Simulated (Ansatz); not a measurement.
**InSe: In → B**

Consider InSe (space group P-6m2, No. 187; a = 4.019 Å, c = 16.840 Å; a cell from a computed database, its experimental status unchecked; layered, stacked along the Cartesian z axis).

Modification: every In is replaced by B; the structure is relaxed again.

Computed with Ansatz (a program for electronic structure) r2SCAN+rVV10, no SOC. Settings: 12×12×3 k-points, 0.05 eV Fermi–Dirac smearing, for the changed cell.

The volume per atom decreases by 13.17 Å³ (29.45 Å³ → 16.28 Å³) and the density shrinks by 0.885 g/cm³ to 4.58 g/cm³. The lattice parameter a falls by 0.782 Å, from 4.019 Å to 3.237 Å and the c/a ratio goes up by 0.242, from 4.190 to 4.432. The space group is still P-6m2 (No. 187) and the shortest interatomic distance drops by 0.935 Å, from 2.644 Å to 1.709 Å. The band gap grows by 1.23 eV to 2.03 eV and the gap character becomes indirect, Γ → k = (0, 1/3, 0) in the run's primitive reciprocal basis (base: direct at Γ). The width of the top valence band goes up by 0.486 eV to 2.27 eV and the hole mass becomes 0.23 mₑ along c, 2.8 mₑ across (at Γ) (base: 0.076 mₑ along c, 1.8 mₑ across (at Γ)). The valence-band top at Γ (three highest levels, from the VBM) changes from 0.00, -1.22, -1.22 eV to 0.00, -0.67, -0.67 eV.

Final structure:

```xyz
8
Lattice="3.2374 0.0000 0.0000 -1.6187 2.8037 0.0000 0.0000 0.0000 14.3498" Properties=species:S:1:pos:R:3 pbc="T T T"
B      0.0000     0.0000     8.0292
B      0.0000     0.0000     6.3205
B      0.0000     1.8691    13.4954
B      0.0000     1.8691     0.8544
Se     1.6187     0.9346    12.5590
Se     1.6187     0.9346     1.7907
Se     0.0000     1.8691     8.9653
Se     0.0000     1.8691     5.3844
```

Masses are band curvatures over ±0.01 Å⁻¹ around the edge. Stability against distortions was not tested. As relaxed here, BSe is a hypothetical phase, not in the database extracts checked.
